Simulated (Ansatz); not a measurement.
TiO2: energy against volume

TiO2 (rutile, P4_2/mnm, 10.651 Å³/atom and stress up to 0.01 GPa in the relaxed cell, c along z) under hydrostatic pressure, with the cell free. PBE in Ansatz, a plane-wave DFT program (PAW, default set), 420 eV, 7×7×11 Γ-centred mesh, Fermi-Dirac smearing 0.05 eV; ions are relaxed, or left where forces stay under 0.02 eV/Å, within the symmetry of each cell.

Here V stands for volume and E for E less E0.

| volume (Å³/atom) | E less E0 (meV/atom) | pressure (GPa) |
|---|---|---|
| 10.7597 | 0.70 | -2.00 |
| 10.7043 | 0.16 | -1.00 |
| 10.6507 | 0.00 | 0.00 |
| 10.6044 | 0.13 | 0.90 |
| 10.5441 | 0.69 | 2.10 |
| 10.4299 | 3.03 | 4.50 |
| 10.2342 | 11.22 | 9.00 |
| 10.0028 | ? | ? |

Q: Using the third-order Birch-Murnaghan form, a cubic in V^(-2/3), estimate the missing E at V = 10.0028 from the other rows, showing the fit.

A: With u = V^(-2/3) - 0.2078, the rows have u = -0.0026209, -0.0019135, -0.0012233, -0.0006225, 0.0001666, 0.0016819, 0.0043440. Least squares gives E = 0.533 + 876.9·u + 360634·u² + 881999·u³. Residuals (row less fit): 0.004, -0.009, 0.002, 0.003, 0.001, -0.002, 0.000; standard error 0.006 (degrees of freedom: 3). Its minimum lies at u = -0.0012212, so V0 = (0.2065788)^(-3/2) = 10.65. There d²E/du² = 714800 and d³E/du³ = 5292000, so B0 = (4/9) × 10.65^(-7/3) × 714800 × 0.160218 = 204 GPa (the last factor turns the table's units into GPa), and B0' = 4 + (2/3) × 0.2065788 × (5292000)/714800 = 5.0. B0' rests on the cubic coefficient alone and has a standard error of 0.4 from these residuals. At the withheld row, u = 0.0076033, so E = 0.533 + 876.9 × 0.0076033 + 360634 × 0.0076033² + 881999 × 0.0076033³ = 28.436 meV/atom. The calculation gives 28.47 meV/atom, 0.034 meV/atom above the prediction (0.1 % of the range of E in the table). The row lies outside the fitted rows, so this is an extrapolation. From the scatter of the fitted rows alone, a prediction at this place has a standard error of 0.081 meV/atom, so the miss is 0.4 times that.

The primitive cell can neither tilt nor turn polar against its symmetry, as such crystals can under strain. Other structures, which can take over under pressure, weren't tried. The same form fitted to the pressure column gives B0' = 5.4; series where the two differ by over 0.4 aren't shown. Rows are the converged runs of the series near zero and its far end, less any whose ions stayed unrelaxed beside relaxed ones; series whose fitted rows scatter by over a few per cent of the range, as at a crossing or softening among them, aren't shown in this form.
